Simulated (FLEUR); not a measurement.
FLEUR run on Ge3Pd (P1, 4 atoms in the cell): self-consistent single point.

Method of the run: PBEsol, all-electron FLAPW (FLEUR), scalar-relativistic valence.

The change in words: lattice scaled by 0.98. Reference geometry:
```
CELL_PARAMETERS angstrom
      4.14202     0.00000     0.00000
      0.00000     4.14202     0.00000
      0.00000     0.00000     4.14202
ATOMIC_POSITIONS crystal
  Ge 0.00127 0.49998 0.50067
  Ge 0.50090 0.99991 0.50202
  Ge 0.50431 0.49968 0.00060
  Pd 0.99351 0.00042 0.99671
```

Reference input (self-consistent single point, DFT, PBEsol, all-electron FLAPW (FLEUR), scalar-relativistic valence): Kmax = 4 1/bohr; GmaxXC = 16 1/bohr; xcFunctional = PBEs; jspins = 1; l_soc = F; mode = gauss; fermiSmearingEnergy = 0.00999582 Htr; mesh (inpgen div1-3) = 5 5 5; inpgen gamma flag = false; Gmax = 16 1/bohr; numbands = 0; maxIterBroyd = 15. This run's input differs from it in these lines:

```diff
@@ -3,5 +3,5 @@
 &input film=f /
-7.8272834027 0.0000000000 0.0000000000
-0.0000000000 7.8272834027 0.0000000000
-0.0000000000 0.0000000000 7.8272834027
+7.6707384906 0.0000000000 0.0000000000
+0.0000000000 7.6707384906 0.0000000000
+0.0000000000 0.0000000000 7.6707384906
 1.0
@@ -46,5 +46,5 @@
          <bravaisMatrix>
-            <row-1>    7.8272834027000000     0.0000000000000000     0.0000000000000000</row-1>
-            <row-2>    0.0000000000000000     7.8272834027000000     0.0000000000000000</row-2>
-            <row-3>    0.0000000000000000     0.0000000000000000     7.8272834027000000</row-3>
+            <row-1>    7.6707384905999998     0.0000000000000000     0.0000000000000000</row-1>
+            <row-2>    0.0000000000000000     7.6707384905999998     0.0000000000000000</row-2>
+            <row-3>    0.0000000000000000     0.0000000000000000     7.6707384905999998</row-3>
          </bravaisMatrix>
```

The program printed (abridged):

```
 Iteration:     1   Distance:       5.57640563 me/bohr^3
 Iteration:     2   Distance:       4.51980325 me/bohr^3
 Iteration:     3   Distance:       2.22034006 me/bohr^3
 Iteration:     4   Distance:       1.49008632 me/bohr^3
 Iteration:     5   Distance:       1.94438250 me/bohr^3
   [... 9 lines left out ...]
 Iteration:    15   Distance:       0.00011008 me/bohr^3
 Iteration:    16   Distance:       0.00007723 me/bohr^3
 Iteration:    17   Distance:       0.00002194 me/bohr^3
 Iteration:    18   Distance:       0.00000597 me/bohr^3
 Reset of history
 Run finished successfully
 Stop message:
   Structural relaxation: new displacements generated

[file out, last iteration]
             iter=     19
[...]
          total density-effective poten   -1.8313147715E+04
          total charge density-energy d   -3.7640835399E+02
 Updated energy parameters for spin:           1
[...]
 fermi energy and band-weighting factors:

[...]
FERMIE:
          first approx. to ef    (T=0)  :   0.346353 htr   (energy of the highest occ. eigenvalue)
          number of occ. states  (T=0)  :       1827
          first approx. to seigv (T=0)  : -21.110196 htr
          sum of weights of occ. states :  29.000000
          sum of semicore charge        :   0.000000 e
          fermi energy=   0.35217 har   work function=  -9.58298 ev
          number of valence electrons=  58.00000
   [... lines left out ...]
          total moment                 =     0.00000
 Direct bandgap for spin            1 :    2.2832660588652520E-002  Htr
   [... lines left out ...]
      1               0.00009856                    0.00001147                       31234.08840615     density at radius of nuncleus
      1                                                                              31872.29606589     average density over nuncleus
      2               0.00009856                    0.00001147                       31234.0876638
```

The run converged in 18 iterations. FLEUR gives forces in its relaxation mode, with a further iteration, so its stop message speaks of a relaxation. Against the reference run the total energy drops by 9.4 meV/atom and the largest force goes from 0.050 to 0.067 eV/Å.

The starting cell comes from a database of computed structures (which also holds hypothetical and non-ambient phases and stackings), without a prior relaxation at this level. Its atoms were displaced at random from the sites of space group no. 221. For this run, on top of that: lattice scaled by 0.98. Spin polarisation is off. Values depend on the basis (sphere radii, cutoffs, local orbitals), which need not be converged. The log's line on a gap gives a spacing of levels on this mesh, which the program prints for metals too.

Cost on one core of a shared machine: roughly 10 min.
